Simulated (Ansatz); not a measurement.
Start from MoSi2 (space group I4/mmm, No. 139; a = 3.1741 Å, c = 7.7774 Å).

Level of theory: Ansatz (a first-principles code) LDA, scalar-relativistic without spin-orbit coupling.

For the base:

The lattice parameter a comes out as 3.174 Å. The band gap is zero.

It is then changed as follows: a negative pressure, −2 GPa.

Question: Predict the new lattice parameter a and band gap.

Answer: The lattice parameter a grows by 0.010 Å (3.174 Å → 3.184 Å); the band gap remains zero.

Load acts through the strain it causes; cell and atoms are relaxed under it. Stability against distortions was not tested. All final runs are without spin polarisation.
